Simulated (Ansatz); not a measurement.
CsCl-type TmPd, treated with PBEsol (PAW; Ansatz, a first-principles code).

Run with plane-wave cutoff 520 eV, 16×16×16 k mesh, Fermi–Dirac smearing 0.05 eV, spin-polarised with parallel moments, scalar-relativistic PAW data made under PBE.

Cell (relaxed at this level):

```xyz
2
Lattice="3.4370 0.0000 0.0000 0.0000 3.4370 0.0000 0.0000 0.0000 3.4370" Properties=species:S:1:pos:R:3 pbc="T T T"
Pd     0.0000     0.0000     0.0000
Tm     1.7185     1.7185     1.7185
```
Starting moments (μB, in the order of the record's atoms Pd Tm): 0.0 2.0.

Task: What does this level give for the bulk modulus B0?

Result: 
- bulk modulus B0 = 82.6 GPa

The run finds no gap.

Note: the magnetic order was assumed, not searched for or taken from measurement; the bulk modulus is −V dP/dV from two relaxed cells at ±2 % in volume; the 4f shell is treated without U or exact exchange, so its levels and filling can be wrong.

Spin–orbit coupling is not included.

Computing time: around 100 core-seconds (rough).
